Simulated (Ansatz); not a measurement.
The parent structure is B in the diamond structure (space group Fd-3m, No. 227; a = 4.0518 Å; a hypothetical phase, not in the database extracts checked).

(Cell as relaxed with PBE.)

Levels (all Ansatz, a first-principles code, PAW): PBE (420 eV, no SOC); PBEsol (420 eV, no spin-orbit coupling).

Each level relaxes its own structure.

```json
[
 {"quantity": "volume per atom", "PBE": "8.32 Å³", "PBEsol": "8.20 Å³"},
 {"quantity": "lattice parameter a", "PBE": "4.052 Å", "PBEsol": "4.032 Å"},
 {"quantity": "band gap", "PBE": "zero", "PBEsol": "zero"}
]
```

PBE's volume per atom lies 0.12 Å³ above PBEsol's (1.5 %); PBE's lattice parameter a lies 0.0195 Å above PBEsol's (0.5 %); the two agree on the band gap. Neither level is exact; PBEsol is the comparison here, not a measurement.

No phonon test of stability was made.
